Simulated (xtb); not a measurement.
xtb 6.7.1, GFN2-xTB: F[SiH](F)O[SiH2]O[Si](F)(F)F, 13 atoms. The geometry is a generated start, not checked to be a minimum at this level.

* **run flags**: --grad
* **method**: GFN2-xTB
* **--acc**: 1 (default)
* **--etemp (K)**: 300 (default)
* **basis functions**: 61
* **valence electrons**: 62

```xyz
13

Si     2.7913    -0.3488     0.5097
F      3.6045    -0.9994    -0.6938
F      3.2249     1.1765     0.4493
O      1.2335    -0.4885     0.1872
Si    -0.0788    -0.5915    -0.7481
O     -1.2033     0.2814     0.0510
Si    -2.6698     0.8183     0.2536
F     -3.3477     1.2017    -1.1207
F     -3.6084    -0.2609     0.9197
F     -2.6792     2.0937     1.1752
H      3.0909    -0.9547     1.7725
H     -0.4912    -1.9843    -0.7241
H      0.1334     0.0564    -2.0314
```

One run each on 1 thread. Values of broydamp tried: 0.02, 0.05, 0.1, 0.2, 0.4 (default), 0.6, 0.8, 1.

Problem. Predict the course of the SCC iterations along this series.

Solution. Fewest SCC iterations, within one of each other: 0.4 (default) with 14, 0.6 with 13, 0.8 with 13, 1 with 14. The count rises to 23 at 0.02. All converge to one solution.

```csv
broydamp,SCC iterations,end
0.02,23,same solution
0.05,21,same solution
0.1,19,same solution
0.2,16,same solution
0.4 (default),14,same solution
0.6,13,same solution
0.8,13,same solution
1,14,same solution
```
